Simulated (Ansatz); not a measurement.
The starting structures come from a database of crystals and need not be the phases stable at ambient conditions.

 Where the default PAW files enter, the runs use the earlier of Ansatz's two default sets.

## Evanescent states of Sr$_{2}$ZnWO$_{6}$ (Fm-3m, not sure to be the ambient phase, 10 atoms a cell, 13.1 Å³ an atom, -8 GPa at this level) along the normal of (001)

All values below come from r2SCAN (plane waves, PAW; Ansatz, an electronic-structure program).

The gap is the functional's own, uncorrected, and κ follows it; spin-orbit coupling is left out. Mid-gap values are interpolated between the computed energies.

Energies count from the valence-band top; κ is the least over a 6×6 mesh across the current.

```json
[
 {"E (eV)": "0.08", "κ (1/Å)": "0.087", "where": "off Γ"},
 {"E (eV)": "0.24", "κ (1/Å)": "0.148", "where": "off Γ"},
 {"E (eV)": "0.40", "κ (1/Å)": "0.188", "where": "off Γ"},
 {"E (eV)": "0.56", "κ (1/Å)": "0.219", "where": "off Γ"},
 {"E (eV)": "0.72", "κ (1/Å)": "0.245", "where": "off Γ"},
 {"E (eV)": "0.88", "κ (1/Å)": "0.268", "where": "off Γ"},
 {"E (eV)": "1.04", "κ (1/Å)": "0.287", "where": "off Γ"},
 {"E (eV)": "1.20", "κ (1/Å)": "0.304", "where": "off Γ"},
 {"E (eV)": "1.36", "κ (1/Å)": "0.319", "where": "off Γ"},
 {"E (eV)": "1.52", "κ (1/Å)": "0.332", "where": "off Γ"},
 {"E (eV)": "1.68", "κ (1/Å)": "0.344", "where": "off Γ"},
 {"E (eV)": "1.84", "κ (1/Å)": "0.354", "where": "off Γ"},
 {"E (eV)": "2.00", "κ (1/Å)": "0.361", "where": "off Γ"},
 {"E (eV)": "2.16", "κ (1/Å)": "0.367", "where": "off Γ"},
 {"E (eV)": "2.32", "κ (1/Å)": "0.370", "where": "off Γ"},
 {"E (eV)": "2.48", "κ (1/Å)": "0.370", "where": "off Γ"},
 {"E (eV)": "2.64", "κ (1/Å)": "0.365", "where": "off Γ"},
 {"E (eV)": "2.80", "κ (1/Å)": "0.355", "where": "off Γ"},
 {"E (eV)": "2.96", "κ (1/Å)": "0.279", "where": "off Γ"},
 {"E (eV)": "3.12", "κ (1/Å)": "0.158", "where": "off Γ"}
]
```

Question: How thick must the barrier be to attenuate the transmission by 10^4 when the electrodes' Fermi level lies at 1.04 eV, and what attenuation does that film give at 2.64 eV?

Answer: d = 4 ln 10 / (2 × 0.287) = 16.0 Å. At 2.64 eV it gives 4 × 0.365/0.287 = 5.1 decades.
